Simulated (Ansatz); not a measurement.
# A short convergence ladder for V3Sn (Pm-3n, 8 atoms in the cell)

```xyz
8
Lattice="4.9633 0.0000 0.0000 0.0000 4.9633 0.0000 0.0000 0.0000 4.9633" Properties=species:S:1:pos:R:3 pbc="T T T"
V      2.4816     1.2408     0.0000
V      2.4816     3.7225     0.0000
V      1.2408     0.0000     2.4816
V      3.7225     0.0000     2.4816
V      0.0000     2.4816     1.2408
V      0.0000     2.4816     3.7225
Sn     2.4816     2.4816     2.4816
Sn     0.0000     0.0000     0.0000
```

Base method: LDA (PW92), default PAW files made with PBE (plane waves; Ansatz, a quantum-chemistry and plane-wave program).

Base settings: basis.ecutwfc = 420 eV; kpoints.mp_grid.grid = 7 7 7; hamiltonian.xc = lda; hamiltonian.pseudopotentials = {kind: paw} (the program's default PAW files); scf.occupations.method = gaussian; scf.occupations.width = 0.1 eV.

Core times come from one kind of shared machine, to one figure; runs under 30 s give none.

**Zone-centre phonons against the cutoff**

In this ladder: phonons.method = dfpt.

The mesh stays at the base's, so the ladder's end is converged at best in this setting alone.

Frequencies are those of the unrelaxed cell, without the LO-TO term of polar crystals.

Only quantities that move along the ladder and can be compared are tabulated.

| basis.ecutwfc | highest zone-centre frequency (cm⁻¹) | lowest optical frequency (cm⁻¹) | core time / last (rough) |
|---|---|---|---|
| 210 eV | 279.9 | 97.4 | 0.3 |
| 295 eV | 235.4 | 55.5 | 0.5 |
| 420 eV | 233.1 | 77.4 | 0.7 |
| 505 eV | 233.1 | 77.3 | 1 |

Coarsest basis.ecutwfc that holds the highest zone-centre frequency within 1 cm⁻¹ of the last step, with all finer ones: 420 eV; the step before is off by 2.3 cm⁻¹.

Coarsest basis.ecutwfc that holds the lowest optical frequency within 5 cm⁻¹ of the last step, with all finer ones: 420 eV; the step before is off by 22 cm⁻¹.

On the base run: the starting cell comes from a database of computed structures (which also holds hypothetical and non-ambient phases and stackings), without a prior relaxation at this level. Its lattice was rescaled by up to half a per cent. Spin polarisation is off. In the base run, with a pressure of about -11 GPa the cell is away from its equilibrium volume at this level.

Keys are those of Ansatz 0.2.
